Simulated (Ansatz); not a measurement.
C: pressure series

Take C in the diamond structure (space group Fd-3m, No. 227; a = 3.554 Å) as the base.

Cell and atoms are relaxed at each pressure.

Computed with Kohn–Sham DFT with the PBEsol functional, run in Ansatz (a quantum-chemistry and plane-wave program) with PAW and 420 eV plane waves, scalar-relativistic without spin-orbit coupling.

Candidates:
(a) pressure 15 GPa
(b) pressure 50 GPa
(c) pressure 7 GPa
(d) pressure −2 GPa

Before the change:

```
Quantity               Value
-------------------  -------
Smallest direct gap  5.57 eV
```

Q: Order them by smallest direct gap, highest first.

A: (b) pressure 50 GPa (5.83 eV), (a) pressure 15 GPa (5.66 eV), (c) pressure 7 GPa (5.61 eV), (d) pressure −2 GPa (5.56 eV)

Load acts through the strain it causes; cell and atoms are relaxed under it. No phonon test of stability was made. Competing high-pressure phases were not computed.
